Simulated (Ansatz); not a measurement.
## A computed series for KBr: response to strain

Start from KBr in the rock salt structure (space group Fm-3m, No. 225).

```xyz
2
Lattice="0.0000 3.3527 3.3527 3.3527 0.0000 3.3527 3.3527 3.3527 0.0000" Properties=species:S:1:pos:R:3 pbc="T T T"
K      0.0000     0.0000     0.0000
Br     3.3527     3.3527     3.3527
```

Strains are applied to the cell and any free atomic positions relax.

Calculations: PBE (Ansatz, an electronic-structure program; PAW; 420 eV plane waves; spin-orbit coupling left out).

Candidates:
(a) isotropic strain −2.50 %
(b) isotropic strain −1.50 %
(c) isotropic strain −1.00 %
(d) isotropic strain +3.00 %

Notes on the quantities. energy relative to the base: free energy F.

Q: Order them by energy relative to the base, highest first.

A: (d) isotropic strain +3.00 % (+11 meV/atom), (a) isotropic strain −2.50 % (+9.8 meV/atom), (b) isotropic strain −1.50 % (+3.4 meV/atom), (c) isotropic strain −1.00 % (+1.5 meV/atom)

Whether these cells are dynamically stable was not tested.
